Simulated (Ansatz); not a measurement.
Defect: Sc-vacancy pair (Sc on one host Ga site, one Ga site vacant) in zinc-blende GaAs, charge state -3. The step: a nearby Ga atom hops onto the vacant site (Sc-vacancy distance between ideal sites 4.06 → 7.04 Å); the atom moves 3.86 Å along (0.48, 0.00, -0.47) of the unit cell; the moving atom starts with neighbours As at 2.46, As at 2.51, 2 As at 2.52 Å and ends with As at 2.45, 2 As at 2.51, As at 2.53 Å. A PBE band in Ansatz (plane-wave PAW, one k-point at (0.250, 0.250, 0.250), 64 host sites, 107 SCF runs with any check of the saddle's order, static, no finite-size correction) gives a forward barrier of 1.50 eV. The saddle point's order was not checked. The charge state is imposed; whether it is stable for some Fermi level was not computed. Forms of the defect that were not tried may lie lower.

Single points at the band's start and saddle point can refine it. Rough cost of one point, in units of the band's mean SCF on the same machine:

| Level | Cost of one point |
|---|---|
| PBE, a 2×2×2 k-point mesh shifted by half a step | about 5 |
| r2SCAN at 500 eV, one k-point at (0.250, 0.250, 0.250) | about 2 |

Q: Which of these move the barrier by more than 0.1 eV, and how far does each move it?

A: PBE, a 2×2×2 k-point mesh shifted by half a step: +0.06 eV; r2SCAN at 500 eV, one k-point at (0.250, 0.250, 0.250): +0.28 eV. Each functional is compared with PBE at the same k-points.

Ansatz is a quantum-chemistry and plane-wave program.
